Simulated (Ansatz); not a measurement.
A working Ansatz (a first-principles code) input for LaF (P6_3/mmc, 4 atoms in the cell) (DFT, r2SCAN, plane waves, default PAW files made with PBE):

Ansatz 0.2 input:
```yaml
crystal:
  lattice:
    - [4.328810, 0.000000, 0.000000]
    - [-2.164405, 3.748859, 0.000000]
    - [0.000000, 0.000000, 5.558110]
  atoms:
    - { symbol: La, position: [0.333333, 0.666667, 0.250000] }
    - { symbol: La, position: [0.666667, 0.333333, 0.750000] }
    - { symbol: F, position: [0.333333, 0.666667, 0.750000] }
    - { symbol: F, position: [0.666667, 0.333333, 0.250000] }
basis:
  ecutwfc: 500.0
kpoints:
  mp_grid: { grid: [7, 7, 5] }
hamiltonian:
  xc: r2scan
  pseudopotentials: { kind: paw }
scf:
  occupations: { method: cold, width: 0.1 }
output:
  forces: true
  eigenvalues: true
  stress: true
```

The run converged in 9 iterations: free energy E − TS (on the zero of these files) -14153.8273 eV; Fermi level (on the code's own zero) 11.19 eV; pressure -1.47 GPa. Each of these slips is then made, one at a time:

(1)
```diff
-    - [0.000000, 0.000000, 5.558110]
+    - [2.164405, 3.748859, 0.000000]
```

(2)
```diff
+  max_iter: 2
```

Problem. How does each altered input end?

Solution. 
(1) Linearly dependent lattice vectors. The program stopped before any SCF iteration, with the message: Error: invalid value for `crystal.lattice`: the lattice is degenerate (Ω = 0 Å³): its volume is under 1e-10 Å³.

(2) An iteration limit that is too low. The run ended unconverged after 2 iterations.
```
did not converge after 2 iterations: dr2 = 9.51e-2 (threshold 1.00e-7), under the density mixer `msr1`, which `scf.mixing.algorithm: auto` chose by the deck's other keys (type `scf.mixing.algorithm: msr1` to keep it); raise `scf.max_iter`, which need not help a stalled SCF, or adjust the mixing (`scf.mixing`) or, under a smearing, its width (`scf.o [...]
```

The starting cell comes from a database of computed structures (which also holds hypothetical and non-ambient phases and stackings), without a prior relaxation at this level. Ansatz's pressure includes its estimate of the finite-basis (Pulay) stress.

Left out of this page: 4 runs of the series outside the window shown, repeating another row's setting, or not comparable.
